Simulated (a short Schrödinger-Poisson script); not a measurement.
Structure: gated Al0.4Ga0.6N/GaN polarisation-induced gas, at 77 K.

```
layer     material  thickness (nm)  Na (cm⁻³)
-----  -----------  --------------  ---------
1      Al0.4Ga0.6N              15          -
2              GaN            6000       2e15
```

Constants are typed, rounded textbook-type inputs, not results; the design itself was drawn at random and stands for no fabricated device. Al0.4Ga0.6N: permittivity 9.26, conduction-band edge (eV) 0.58, gap (eV) 4.258, electron mass (mₑ) 0.248, Nv at 300 K (cm⁻³) 4.6e19. GaN: permittivity 9.5, conduction-band edge (eV) 0, gap (eV) 3.43, Nv at 300 K (cm⁻³) 4.6e19.

Channel valleys (confinement mass, in-plane density-of-states mass, number): Γ 0.2, 0.2, 1. At the gate the conduction-band edge of layer 1 lies 1.36 eV − eVg above the Fermi level of the channel; the field vanishes at the back. Sheet of polarisation charge: +2e13 e/cm² at 15 nm from the gate. The barrier under the gate holds no holes. Gaps are held at their typed values at every temperature. Mesh 0.08 nm at interfaces.

Solved with a short Schrödinger-Poisson script written for these runs: 1D Poisson equation in equilibrium, electrons quantum, Hartree (BenDaniel-Duke, 40 states a valley, the channel's in-plane mass for all, wave functions free to enter the barrier), parabolic valleys, classical holes, full ionisation, no traps, pinning or gate leakage.

The same stack at other levels of the model or other numerical settings:

| run | sheet density of all electrons at Vg = 0.5 V (cm⁻²) | sheet density of all electrons at Vg = -3 V (cm⁻²) | capacitance at Vg = 0.5 V (μF/cm²) | centroid of the channel electrons at Vg = 0.5 V (nm) | rough cost against the base |
|---|---|---|---|---|---|
| base | 1.70e13 | 5.91e12 | 0.520 | 1.60 | about 1 |
| electrons treated as classical, Boltzmann | … | 6.64e12 | 0.543 | … | 0.03 |
| electrons treated as classical, Fermi-Dirac | 1.71e13 | 6.06e12 | 0.508 | 1.40 | 0.09 |
| electrons treated as quantum, Hartree plus LDA exchange-correlation | 1.72e13 | 6.03e12 | 0.521 | … | 2 |
| mesh six times as coarse | 1.70e13 | 5.90e12 | 0.520 | 1.54 | 0.3 |
| one subband a valley | 1.70e13 | 5.90e12 | 0.516 | 1.30 | 0.5 |

Q: Complete the blanks.

A: 
- electrons treated as classical, Boltzmann, sheet density of all electrons at Vg = 0.5 V (cm⁻²): 1.85e13
- electrons treated as quantum, Hartree plus LDA exchange-correlation, centroid of the channel electrons at Vg = 0.5 V (nm): 1.47
- electrons treated as classical, Boltzmann, centroid of the channel electrons at Vg = 0.5 V (nm): 0.19

The classical rows ignore confinement, and Boltzmann statistics overrate the density once the band edge passes the Fermi level.
